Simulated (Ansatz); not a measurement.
LaNbN3 (model structure, Pm-3m, No. 221, 5 atoms in the cell) was calculated with PBEsol (Ansatz, a program for electronic structure, plane waves, PAW).

Run with plane-wave cutoff 520 eV, 14×14×14 k mesh, Fermi–Dirac smearing 0.05 eV, no spin polarisation, scalar-relativistic PAW data made under PBE.

Cell (relaxed at this level):

```cif
data_LaN3Nb
_chemical_formula_sum 'La1 Nb1 N3'
_space_group_name_H-M_alt 'Pm-3m'
_space_group_IT_number 221
_space_group_name_Hall '-P 4 2 3'
_cell_length_a 4.06264
_cell_length_b 4.06264
_cell_length_c 4.06264
_cell_angle_alpha 90.000
_cell_angle_beta 90.000
_cell_angle_gamma 90.000
loop_
_atom_site_label
_atom_site_type_symbol
_atom_site_symmetry_multiplicity
_atom_site_Wyckoff_symbol
_atom_site_fract_x
_atom_site_fract_y
_atom_site_fract_z
_atom_site_occupancy
La1 La 1 a 0.00000 0.00000 0.00000 1
Nb1 Nb 1 b 0.50000 0.50000 0.50000 1
N1 N 3 c 0.00000 0.50000 0.50000 1
```

Problem. Predict the bulk modulus.

Solution. 
- bulk modulus = 210 GPa

Note: the bulk modulus is −V dP/dV from two relaxed cells at ±2 % in volume; the relaxation could raise the start's symmetry but not lower it, so the cell can be a saddle point.

Spin–orbit coupling is not included; it can open a gap where bands touch, and shift volumes and moduli.

The computed numbers hold no vibrational or temperature effects.

The result took around 40 core-seconds (rough).

A model structure was made by putting elements into a prototype or built by hand; it is no filed structure, need not be a known phase, and can be a saddle point held by its symmetry.
